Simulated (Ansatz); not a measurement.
## CaO: pressure series

Base system: CaO in the rock salt structure (space group Fm-3m, No. 225; a = 4.8308 Å).

Cell and atoms are relaxed at each pressure.

All numbers come from PBE (Ansatz, an electronic-structure program), no spin-orbit coupling.

```json
[
 {"P (GPa)": "-2.00", "V (Å³/atom)": "14.374"},
 {"P (GPa)": "-1.00", "V (Å³/atom)": "14.229"},
 {"P (GPa)": "0.29", "V (Å³/atom)": "14.054"},
 {"P (GPa)": "0.68", "V (Å³/atom)": "14.003"},
 {"P (GPa)": "1.50", "V (Å³/atom)": "13.899"},
 {"P (GPa)": "3.00", "V (Å³/atom)": "13.719"},
 {"P (GPa)": "5.00", "V (Å³/atom)": "13.497"},
 {"P (GPa)": "7.49", "V (Å³/atom)": "13.243"},
 {"P (GPa)": "10.00", "V (Å³/atom)": "13.012"}
]
```

Q: Fit a third-order Birch–Murnaghan equation of state.

A: Least squares on P(V) = (3B₀/2)[(V₀/V)^(7/3) − (V₀/V)^(5/3)]·[1 + (3/4)(B₀′ − 4)((V₀/V)^(2/3) − 1)] gives V₀ = 14.09 Å³/atom, B₀ = 105 GPa and B₀′ = 4.3.

Measured bulk modulus of CaO: 120 GPa (0 K or low temperature; as listed in Wei Chen et al., Physical Review Materials (2018)); the computed value is 12 % below it.

Load acts through the strain it causes; cell and atoms are relaxed under it. Whether these cells are dynamically stable was not tested. Competing high-pressure phases were not computed.
